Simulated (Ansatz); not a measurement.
Data:

```xyz
2
Lattice="0.0000 2.9593 2.9593 2.9593 0.0000 2.9593 2.9593 2.9593 0.0000" Properties=species:S:1:pos:R:3 pbc="T T T"
Pb     0.0000     0.0000     0.0000
Se     2.9593     2.9593     2.9593
```

No spin polarisation.

Method: DFT with PBEsol, PAW potentials and a 420 eV plane-wave cutoff in Ansatz (a first-principles code), no spin-orbit coupling. Settings: 9×9×9 k-points, 0.05 eV Fermi–Dirac smearing.

Q: Predict the pressure and space group.

A: 
```json
{
 "pressure": "5.96 GPa",
 "space_group": "Fm-3m (No. 225)"
}
```

The cells carry an imposed strain or load. No phonon test of stability was made. The cell was made from PbSe in the rock salt structure (space group Fm-3m, No. 225) by this change: isotropic strain −3.00 %.
